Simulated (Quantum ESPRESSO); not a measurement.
## Pressure against volume in zinc-blende CdSe (space group 216) (Quantum ESPRESSO, PBEsol)

```yaml
crystal:
  lattice:
    - [0.00000, 2.93717, 2.93717]
    - [2.93717, 0.00000, 2.93717]
    - [2.93717, 2.93717, 0.00000]
  atoms:
    - { symbol: Cd, position: [0.00000, 0.00000, 0.00000] }
    - { symbol: Se, position: [0.75000, 0.75000, 0.75000] }
```

Method: PBEsol, GBRV 1.5 ultrasoft (PBESOL) pseudopotentials (plane waves; Quantum ESPRESSO). Settings: ecutwfc = 52 Ry; ecutrho = 260 Ry; occupations = smearing; smearing = fermi-dirac; degauss = 0.000734986 Ry; potentials = {Cd: cd_pbesol_v1.uspp.F.UPF, Se: se_pbesol_v1.uspp.F.UPF}; K_POINTS = automatic 10 10 10 0 0 0; conv_thr = 1e-10 Ry; mixing_beta = 0.3. The cell above is the first row's. The rows scale it uniformly. In all rows fractional positions and the k mesh are held.

| V (Å^3/atom) | P (GPa) |
|---|---|
| 25.339 | 6.74 |
| 25.890 | 5.02 |
| 26.441 | 3.49 |
| 26.991 | 2.11 |
| 27.542 | 0.88 |
| 28.093 | -0.22 |
| 28.644 | -1.19 |
| 29.195 | -2.08 |
| 29.746 | ? |

### Question
Fit P against V with a cubic, and predict the withheld value at V = 29.746.

### Answer
With u = V - 27.3, the rows have u = -1.9610, -1.4100, -0.8590, -0.3090, 0.2420, 0.7930, 1.3440, 1.8950. Least squares gives P = 1.405 - 2.2143·u + 0.2280·u² - 0.01539·u³. Residuals (row less fit): 0.000, -0.004, 0.005, -0.001, -0.002, -0.005, 0.007, -0.003; standard error 0.005 (degrees of freedom: 4). The fitted pressure is zero at V0 = 27.98, where dP/dV = -1.926, so B0 = -V0·dP/dV = 53.9 GPa. At the withheld row, u = 2.4460, so P = 1.405 - 2.2143 × 2.4460 + 0.2280 × 2.4460² - 0.01539 × 2.4460³ = -2.872 GPa. The calculation gives -2.86 GPa, 0.012 GPa above the prediction (0.1 % of the range of P in the table). The row lies outside the fitted rows, so this is an extrapolation. From the scatter of the fitted rows alone, a prediction at this place has a standard error of 0.014 GPa, so the miss is 0.8 times that.

Carrying the step between the two nearest rows on in a straight line would have given -2.97, off by 0.11; series whose last step already gives the withheld value aren't shown. The scan was laid around a cell of about the measured size, scaled by a guess for this functional. This is one of two polymorphs. The runs keep the symmetry of the cell, so they don't test it for distortions. Cutoffs and mesh are single choices, not tested for convergence of this quantity. Series with a scatter that would blur these digits, or in which a gap closes, are not shown.
